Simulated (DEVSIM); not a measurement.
Device: illuminated InP p-on-n cell, one wavelength, at 250 K.

| layer (left to right) | material | thickness (μm) | Nd (cm⁻³) | Na (cm⁻³) | τn (s) | τp (s) | absorption coefficient (cm⁻¹) |
|---|---|---|---|---|---|---|---|
| 1 | InP | 0.920 | - | 6.6e17 | 2.6e-10 | 7e-10 | 90000 |
| 2 | InP | 5.20 | 2.6e16 | - | 1.1e-9 | 1.1e-9 | 90000 |

Left contact: ohmic, minority electron recombination velocity 900 cm/s. Right contact: ohmic, minority hole recombination velocity 80000 cm/s. Voltage is applied to the left contact. Recombination: SRH at mid-gap, radiative, Auger. Light enters at the left, 2.3e18 photons cm⁻² s⁻¹, one pass, no reflection. Mobility is constant in doping.

This is a model device: material constants are rounded textbook-type values typed into the input, and sizes, dopings and lifetimes were drawn at random. Values at 300 K; Nc and Nv go as T^1.5, mobilities as T to minus their exponent, the gap by Varshni's rule with the affinity fixed.

```csv
parameter,InP
gap (eV),1.344
affinity (eV),4.38
permittivity,12.5
Nc (cm⁻³),5.7e17
Nv (cm⁻³),1.1e19
μn (cm²/Vs),5200
μp (cm²/Vs),170
T exponent of μn,2
T exponent of μp,2
B (cm³/s),1.2e-10
Cn (cm⁶/s),9e-31
Cp (cm⁶/s),9e-31
Varshni α (eV/K),0.000363
Varshni β (K),162
```

Model (solved in DEVSIM): 1D drift-diffusion, Boltzmann statistics, complete ionisation; no tunnelling, impact ionisation, image-force lowering or self-heating.

### Question
Give the dark reverse current.

### Answer

```tsv
V (V)	J (A/cm²)
-0.04	-2.6e-12
-0.10	-5.2e-12
-0.20	-8.9e-12
-0.30	-1.2e-11
-0.40	-1.6e-11
-0.60	-2.2e-11
-0.80	-2.7e-11
-1.00	-3.3e-11
-1.30	-4.0e-11
-1.60	-4.6e-11
-2.00	-5.5e-11
```
